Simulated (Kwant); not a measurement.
Model system: Ge/Si0.2Ge0.8 stack with 2 barriers. One parabolic valley. Leads of mass 0.12 mₑ with the band edge at 0; grid 0.1 nm; bias 0.036 V, dropping linearly over the stack.

```csv
layer,thickness (nm),band offset (eV),mass (mₑ)
1,3.6,0.12,0.14
2,9.3,0,0.12
3,3.6,0.12,0.14
```

The device is made up for the run: typed textbook-type constants, with dimensions and the other settings drawn at random.

Model: one-band effective-mass tight-binding model in one dimension, coherent, no space charge (Kwant).

```tsv
E (meV)	A	B	C
0.6000	0.042	8.8e-5	0.00021
11.11	0.00088	0.0048	0.00046
21.62	0.0012	0.048	0.0016
32.13	0.0030	0.0082	0.020
42.63	0.015	0.0066	0.063
53.14	0.54	0.0080	0.014
63.65	0.076	0.012	0.013
74.16	0.034	0.022	0.020
84.67	0.031	0.049	0.052
95.18	0.042	0.14	0.27
105.7	0.074	0.48	0.83
116.2	0.17	0.95	0.26
126.7	0.52	0.58	0.16
137.2	0.96	0.38	0.16
147.7	0.65	0.31	0.20
158.2	0.45	0.31	0.32
168.7	0.39	0.34	0.55
180.0	0.41	0.40	0.88
```

### Question
Column A is the base. The others each differ by one change: width of the first well 9.3 → 11.2 nm; width of the first well 9.3 → 5.6 nm. Which is which?

### Answer
B: width of the first well 9.3 → 5.6 nm; C: width of the first well 9.3 → 11.2 nm.
